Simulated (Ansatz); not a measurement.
## MoS2: pressure series

Base system: MoS2 in the 3R-MoS2 type structure (space group R3m, No. 160; layered, stacked along the Cartesian z axis).

Space group R3m, hexagonal axes (No. 160); a = b = 3.1532 Å, c = 17.9937 Å, α = β = 90.00°, γ = 120.00°

```json
[
 {"atom": "Mo", "site": "3a", "symmetry": "3m", "x": "0.0000", "y": "0.0000", "z": "0.0000"},
 {"atom": "S", "site": "3a", "symmetry": "3m", "x": "0.0000", "y": "0.0000", "z": "0.2465"},
 {"atom": "S", "site": "3a", "symmetry": "3m", "x": "0.0000", "y": "0.0000", "z": "0.4202"}
]
```
(The calculation used a cell of 3 atoms; values per cell refer to that cell.)

Cell and atoms are relaxed at each pressure.

Computed with PBE-D3(BJ) (Ansatz, a first-principles code, PAW, no spin-orbit coupling), earlier PAW set.

Candidates:
(a) pressure 3 GPa
(b) pressure 5 GPa
(c) pressure 0.7 GPa

Before the change:

```
Item        Value
--------  -------
Band gap  0.77 eV
```

Question: Order them by band gap, highest first.

Answer: (c) pressure 0.7 GPa (0.71 eV), (a) pressure 3 GPa (0.55 eV), (b) pressure 5 GPa (0.45 eV)

Load acts through the strain it causes; cell and atoms are relaxed under it. No phonon test of stability was made. No other phases were tried under pressure.
